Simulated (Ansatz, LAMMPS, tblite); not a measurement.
# Stishovite (SiO2): properties by level of theory

Reference values: lattice constant a 4.179 Å (measured, room temperature, no zero-point or thermal correction; as tabulated in Hiroi (2015), arXiv:1503.02262); lattice parameter c 2.665 Å (measured, room temperature, no zero-point or thermal correction; as tabulated in Hiroi (2015), arXiv:1503.02262).

```
level (code)                           equilibrium lattice constant a (Å)  lattice parameter c (Å)
-------------------------------------  ----------------------------------  -----------------------
Tersoff SiO.tersoff (LAMMPS)                                        3.869                    2.960
Vashishta SiO.1997.vashishta (LAMMPS)                               4.532                    3.502
GFN1-xTB (tblite)                                                   4.316                    2.739
PBE (Ansatz)                                                        4.236                    2.690
PBE-D3(BJ) (Ansatz)                                                 4.204                    2.682
```

Differences from the reference values (errors of the level alone only where the reference is corrected to a static lattice):

```
level                         lattice constant a (%)  lattice parameter c (%)
----------------------------  ----------------------  -----------------------
Tersoff SiO.tersoff                            -7.42                    +11.1
Vashishta SiO.1997.vashishta                   +8.45                      +31
GFN1-xTB                                       +3.28                    +2.78
PBE                                            +1.36                    +0.94
PBE-D3(BJ)                                     +0.60                    +0.64
```

Nearest: lattice constant a, not ranked (reference at room or unstated temperature); lattice parameter c, not ranked (reference at room or unstated temperature). Values with a doubt, or to which a potential was fitted, aren't ranked.

Empirical potentials (Tersoff SiO.tersoff, Vashishta SiO.1997.vashishta) are fitted to chosen data: where that held the value shown, agreement is built in, and what lay outside the fit can be far off.

Caveats: the cell has another shape than the first-principles one, perhaps another minimum in the same group (Tersoff SiO.tersoff, Vashishta SiO.1997.vashishta); the cell moved over 20 % in volume from its start (Vashishta SiO.1997.vashishta); the method was fitted mainly to molecules (GFN1-xTB); the run uses a supercell at the zone centre in place of a k mesh (GFN1-xTB). Ansatz's density-functional and Hartree–Fock values are scalar-relativistic unless marked +SOC, with PAW data made under PBE.

Differences are worked out from the printed values.

Ansatz is a first-principles code.
